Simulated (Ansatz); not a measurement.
## CsCl-type KI (model structure)

Method: PBE0 in Ansatz (plane waves, PAW).

Numerical settings: plane-wave cutoff 500 eV, 6×6×6 k mesh, gaussian smearing 0.02 eV, scalar-relativistic PAW data made under PBE.

Cell (relaxed with r²SCAN):

```xyz
2
Lattice="4.2921 0.0000 0.0000 0.0000 4.2921 0.0000 0.0000 0.0000 4.2921" Properties=species:S:1:pos:R:3 pbc="T T T"
K      0.0000     0.0000     0.0000
I      2.1460     2.1460     2.1460
```

* **band gap**: 4.98 eV (on the SCF k mesh)

Note: the relaxation could raise the start's symmetry but not lower it, so the cell can be a saddle point.

Spin–orbit coupling is not included; with these elements it can move the gap by several tenths of an eV or more.

Static lattice: no zero-point or thermal effects.

Cost on a shared machine: around 70 core-seconds (rough).

A model structure was made by putting elements into a prototype or built by hand; it is no filed structure, need not be a known phase, and can be a saddle point held by its symmetry.

Ansatz is an electronic-structure program.
